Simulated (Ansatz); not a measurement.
Take TaN (space group P6/mmm, No. 191) as the base.

```
CELL_PARAMETERS angstrom
      5.20166     0.00000     0.00000
     -2.60083     4.50477     0.00000
      0.00000     0.00000     2.90614
ATOMIC_POSITIONS crystal
  Ta 0.00000 0.00000 0.00000
  Ta 0.33333 0.66667 0.50000
  Ta 0.66667 0.33333 0.50000
  N  0.50000 0.00000 0.00000
  N  0.50000 0.50000 0.00000
  N  0.00000 0.50000 0.00000
```

Cartesian axes are those of the cell as printed.

Method: Ansatz (an electronic-structure program) PBEsol, without spin-orbit coupling.

It is then changed as follows: an isotropic linear strain of +1.03 %; the atoms relax in the strained cell.

Task: Predict the stress tensor and what it implies for the stiffness.

Result: Stress of the strained cell less that of the base (GPa, compression positive):
```
   -8.1     0.0     0.0
    0.0    -8.1     0.0
    0.0     0.0   -11.6
```

Then B = −ΔP/(ΔV/V₀) with ΔV/V₀ = 0.0312 gives secant stiffness values (nonlinear terms included at this strain): B (at held cell shape, above the free-shape value) ≈ 296 GPa.

As a check, the harmonic strain energy −½ V₀ Δσ:ε is 10 meV/atom; the computed energy rise is 11 meV/atom.

Stability against distortions was not tested. The final runs are not spin-polarised. This is not the structure that TaN has at room temperature and ambient pressure.
